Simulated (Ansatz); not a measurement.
Results of PBEsol (plane waves, PAW; Ansatz, a quantum-chemistry and plane-wave program) for Hf2N2O (C2/m, No. 12, 15 atoms in the cell; start mp-755314).

Numerical settings: plane-wave cutoff 520 eV, 10×10×4 k mesh (along the axes of the cell as run), Fermi–Dirac smearing 0.01 eV, scalar-relativistic PAW data made under PBE.

Cell (relaxed at this level):

```xyz
15
Lattice="6.7757 -1.6198 0.0033 6.7757 1.6198 0.0033 -1.4637 0.0000 7.9927" Properties=species:S:1:pos:R:3 pbc="T T T"
Hf    -0.7632     0.0000     6.4601
Hf    12.8509     0.0000     1.5392
Hf     7.8415     0.0000     3.7931
Hf     4.2462     0.0000     4.2062
Hf     9.2220     0.0000     1.0551
Hf     2.8657     0.0000     6.9442
N      6.2982     0.0000     5.2471
N      5.7894     0.0000     2.7522
N      0.9193     0.0000     7.7035
N     11.1684     0.0000     0.2958
N      1.3002     0.0000     2.2781
N     10.7875     0.0000     5.7212
O      1.9537     0.0000     4.9354
O     10.1340     0.0000     3.0639
O      6.7757     0.0000     0.0033
```

Question: Predict the band gap and Γ–Γ gap.

Answer: 
- band gap: 1.92 eV (on the SCF k mesh)
- Γ–Γ gap: 2.29 eV

Note: the relaxation could not lower the start's symmetry, so the cell can be a saddle point above a distorted one.

Spin–orbit coupling is not included.

Computed values are for the static lattice.

Cost on a shared machine: roughly 19 core-minutes.

A start named mp-… is a Materials Project structure, which need not be a measured phase.
